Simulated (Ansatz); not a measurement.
Input and output of a self-consistent single point for SbS (P-1, 4 atoms in the cell) (Ansatz, a quantum-chemistry and plane-wave program)

Method of the run: r2SCAN, default PAW files made with PBE (plane waves; Ansatz).

Input:

Ansatz 0.2 input:
```yaml
crystal:
  lattice:
    - [3.869440, 0.000000, 0.000000]
    - [0.050816, 5.007632, 0.000000]
    - [0.372688, 1.096100, 10.297574]
  atoms:
    - { symbol: Sb, position: [0.269070, 0.807630, 0.421310] }
    - { symbol: Sb, position: [0.730930, 0.192370, 0.578690] }
    - { symbol: S, position: [0.761490, 0.424510, 0.361660] }
    - { symbol: S, position: [0.238510, 0.575490, 0.638340] }
kpoints:
  mp_grid: { grid: [6, 5, 2] }
hamiltonian:
  xc: r2scan
  pseudopotentials: { kind: paw }
scf:
  occupations: { method: gaussian, width: 0.05 }
output:
  forces: true
  eigenvalues: true
  stress: true
```

Log, with long lists cut:

```
WARN basis.ecutwfc = 500 eV, the default
WARN ansatz: RAYON_NUM_THREADS=1 ignored (pool sized by the plan → 1); use --threads N
Pseudopotentials: kind: paw
Pseudopotential: Sb, paw, valence charge 15
Pseudopotential: S, paw, valence charge 6
Crystal: 4 atoms, lattice volume = 199.533 Å³
Basis set: ecut = 500 eV, 5049 PW (Γ), exchange–correlation on 120×160×320 points (64 copies of the dense FFT grid, shifted against one another)
Bands: 26, of which v1, the nominal top of the filled ones, is band 21 counted from 1 (20 counted from 0)
Symmetry: 2 space group operations
Space group: P-1 (ITA 2), of the structure as read, at distance tolerance 5.8e-5 Å
k-points: 32 of 60
PAW frozen core: Sb, regenerated for the run's functional
PAW frozen core: S, regenerated for the run's functional
Initial density: superposition of atomic densities (neutral atoms: chi_scale 0, normalization atom), corrected by the library's trained network
Initial wavefunctions: pseudopotential atomic-orbital guess
Eigensolver: davidson
Functional: x = r2scan, c = r2scan; τ floored in thin density (d = 2e-4 eV/Å³)
SCF iter   1: F=—  HF=-14809.910694 eV  |F-HF|=—  |Δ(HF+E_count)|=         —  Δρ=4.51e-3  dr2=4.75e-2  dr2_τ=1.63e-2  ethr=1.77e-3  ⟨swp⟩=8.2  Hψ=4319  notcnv=0
all-band conjugate gradients solve this SCF's bands
preconditioner: auto → LDOS
SCF iter   2: F=—  HF=-14809.931998 eV  |F-HF|=—  |Δ(HF+E_count)|=   2.13e-2  Δρ=1.96e-3  dr2=1.33e-2  dr2_τ=2.92e-4  ethr=1.13e-4  ⟨swp⟩=3.0  Hψ=1881  notcnv=0  defer=22
SCF iter   3: F=—  HF=-14809.930892 eV  |F-HF|=—  |Δ(HF+E_count)|=   1.11e-3  Δρ=9.62e-4  dr2=3.25e-3  dr2_τ=1.00e-4  ethr=3.17e-5  ⟨swp⟩=2.0  Hψ=1620  notcnv=0  defer=22
SCF iter   4: F=—  HF=-14809.930416 eV  |F-HF|=—  |Δ(HF+E_count)|=   4.77e-4  Δρ=4.48e-4  dr2=4.76e-4  dr2_τ=2.12e-5  ethr=7.74e-6  ⟨swp⟩=2.0  Hψ=1488  notcnv=0  defer=22
SCF iter   5: F=—  HF=-14809.930388 eV  |F-HF|=—  |Δ(HF+E_count)|=   2.77e-5  Δρ=1.31e-4  dr2=8.33e-5  dr2_τ=1.12e-6  ethr=1.13e-6  ⟨swp⟩=3.0  Hψ=1523  notcnv=0  defer=22
SCF iter   6: F=—  HF=-14809.930326 eV  |F-HF|=—  |Δ(HF+E_count)|=   6.18e-5  Δρ=4.27e-5  dr2=4.18e-6  dr2_τ=1.02e-7  ethr=1.98e-7  ⟨swp⟩=2.0  Hψ=1059  notcnv=0  defer=22
SCF iter   7: F=—  HF=-14809.930329 eV  |F-HF|=—  |Δ(HF+E_count)|=   2.80e-6  Δρ=1.76e-5  dr2=7.08e-7  dr2_τ=2.00e-8  ethr=9.95e-9  ⟨swp⟩=3.0  Hψ=1534  notcnv=0  defer=22
SCF iter   8: F=-14809.930329 eV  HF=-14809.930329 eV  |F-HF|=1.10e-8  |Δ(HF+E_count)|=   3.90e-7  Δρ=6.21e-6  dr2=7.41e-8  dr2_τ=3.84e-9  ethr=2.38e-10  ⟨swp⟩=8.2  Hψ=4476  notcnv=0
SCF 1 converged in 8 iterations: F = -14809.930329 eV  dr2 = 7.41e-8
SCF converged after 8 iterations
Free energy (F): -14809.930329 eV
Harris-Foulkes:  -14809.930329 eV  (|F-HF|=1.10e-8)
Internal energy: -14809.925945 eV  (E = F + TS)
E sigma→0 (E₀):  -14809.928137 eV
Entropy (-TS):   -0.004385 eV (-1.096 meV/atom)
Fermi energy:    2.134027 eV
--- Per-component energies (eV) ---
  E_band       = -661.187775
  E_kinetic    = 620.394540
  E_local      = -8773.056750  (includes V_loc(G=0)·N_el)
  E_nonlocal   = 782.167670
  E_hartree    = 4048.786016
  E_xc         = -435.107554
  E_vxc        = -391.193401  (∫ρ·V_xc dr)
  E_paw        = -10421.061699  (= ΣΔE_a)
  E_vpaw       = -1020.492246  (= ΣTr[D̂ρ^β])
  E_aug_tail   = 0.000001  (compensation charges beyond the density's cutoff)
  E_vtau       = 23.418316  (kinetic-family band-sum trace: ∫τ·v_τ [+ j·A + Jᵃ·Aᵃ] dr)
  E_ewald      = -632.840709
  E_core_change = 0.792540  (= ΣΔE_core)
  E_smearing   = -0.004385  (= −TS)
  E_closure    = 0.000000  (closes the sum)
  Σ components = -14809.930329   (vs F -14809.930329, Δ=0.00e0)
--- Forces (eV/Å), atoms counted from 1 ---
  atom   1  Sb    -0.07555052    -0.00379201     0.30011760
  atom   2  Sb     0.07555052     0.00379201    -0.30011760
  atom   3  S      0.01789488     0.03635277     0.35492317
  atom   4  S     -0.01789488    -0.03635277    -0.35492317
  max |Σ_I F_I| component: 0.00e0 eV/Å
--- Stress (GPa, compression-positive) ---
       -0.487721       0.035268       0.057373
        0.035268      -0.358385      -0.079547
        0.057373      -0.079549      -1.203846
  P = ⅓ Tr σ = -0.6833 GPa (-6.833 kbar)
  The stress holds the Pulay correction. Without it, at fixed plane waves, as pw.x and ABINIT print it: P = -0.6907 GPa
--- Band table (eV; the first three rows and the last of 32) ---
  k-point 0: bands = ["-28.4180", "-28.4153", "-28.4063", "-28.3882", "-28.3840", "-28.3769", "-28.3665", "-28.3544", "-28.3516", "-28.3393", "-13.1806", "-11.3807", "-7.2535", "-6.9062", "-2.8907", "-2.5959", "-1.6479", "-1.2520", "-0.4599", [...]
  k-point 1: bands = ["-28.4180", "-28.4153", "-28.4063", "-28.3882", "-28.3840", "-28.3769", "-28.3665", "-28.3544", "-28.3516", "-28.3393", "-13.1806", "-11.3807", "-7.2536", "-6.9062", "-2.8905", "-2.5934", "-1.6479", "-1.2522", "-0.4642", [...]
  k-point 2: bands = ["-28.4175", "-28.4142", "-28.4079", "-28.3867", "-28.3854", "-28.3778", "-28.3648", "-28.3576", "-28.3490", "-28.3393", "-13.0654", "-11.3936", "-8.2393", "-6.1930", "-2.9821", "-2.3552", "-1.5070", "-0.7365", "-0.2774", [...]
  k-point 31: bands = ["-28.4081", "-28.4074", "-28.3942", "-28.3924", "-28.3871", "-28.3800", "-28.3661", "-28.3571", "-28.3498", "-28.3444", "-11.8532", "-11.7172", "-7.2538", "-6.9936", "-3.9591", "-3.8906", "-1.7276", "-1.5421", "-1.0941", [...]
```

The run converged in 8 iterations.

The starting cell comes from a database of computed structures (which also holds hypothetical and non-ambient phases and stackings), without a prior relaxation at this level. Spin-orbit coupling is off. Ansatz's pressure includes its estimate of the finite-basis (Pulay) stress. The run gives no clean gap (levels at the Fermi energy touch, overlap or are partly filled at this smearing), which alone does not show that the compound is a metal.
